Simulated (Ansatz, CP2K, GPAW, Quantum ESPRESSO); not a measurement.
**Bi2TeSe2 (R3m, 5 atoms in the cell) computed with different codes at matched settings**

Self-consistent single point.

```yaml
crystal:
  lattice:
    - [2.12181, 1.22503, 10.24649]
    - [-2.12181, 1.22503, 10.24649]
    - [0.00000, -2.45005, 10.24649]
  atoms:
    - { symbol: Bi, position: [0.60651, 0.60651, 0.60651] }
    - { symbol: Bi, position: [0.39679, 0.39679, 0.39679] }
    - { symbol: Te, position: [0.21496, 0.21496, 0.21496] }
    - { symbol: Se, position: [0.00243, 0.00243, 0.00243] }
    - { symbol: Se, position: [0.77932, 0.77932, 0.77932] }
```

Shared settings, as Ansatz (an electronic-structure program) writes them: kpoints.mp_grid.grid = 4 4 4; scf.occupations.method = fermi_dirac; scf.occupations.width = 0.05 eV. Potentials and cutoffs stand in the table.

| code | model | pressure (GPa) | largest force (eV/Å) | gap on the mesh (eV) | cutoff |
|---|---|---|---|---|---|
| Ansatz | LDA (PW92), PAW files made with PBE | -2.85 | 0.149 | 0.494 | default |
| CP2K | LDA (Pade form), GPW, DZVP-MOLOPT-SR-GTH basis, GTH-PADE potentials (GTH_POTENTIALS) | -2.45 | 0.109 | 0.491 | grid 400 Ry |
| GPAW | LDA (Perdew-Wang 92), GPAW PAW datasets LDA (gpaw-data 1.0.1) | -2.97 | 0.168 | 0.479 | 600 eV |
| Quantum ESPRESSO | LDA (PW92), PseudoDojo standard norm-conserving (LDA) pseudopotentials | -2.90 | 0.155 | 0.486 | 90 Ry |

Size of the force on each atom (eV/Å): Sizes of forces hide their directions.

```csv
code,Bi1,Bi2,Te3,Se4,Se5
Ansatz,0.052,0.008,0.149,0.069,0.123
CP2K,0.109,0.091,0.082,0.065,0.036
GPAW,0.040,0.007,0.168,0.074,0.127
Quantum ESPRESSO,0.055,0.011,0.155,0.070,0.129
```

Gaps are read on the mesh.

On Ansatz's run: spin-orbit coupling is off.

The spread over the programs that give each value: pressure within 0.52 GPa; largest force within 0.059 eV/Å; gap on the mesh within 0.015 eV.

CP2K uses small atom-centred bases, whose incompleteness enters pressures, forces and empty levels differently from a plane-wave cutoff. Ansatz's pressure is given at a fixed set of plane waves, as the other plane-wave codes print theirs. In the force vectors, CP2K (by 0.091) lies more than 0.08 eV/Å from the median of the plane-wave programs.

The starting cell comes from a database of computed structures (which also holds hypothetical and non-ambient phases and stackings), without a prior relaxation at this level.

Left out of this page: Elk (failed or unconverged).

Keys are those of Ansatz 0.2.
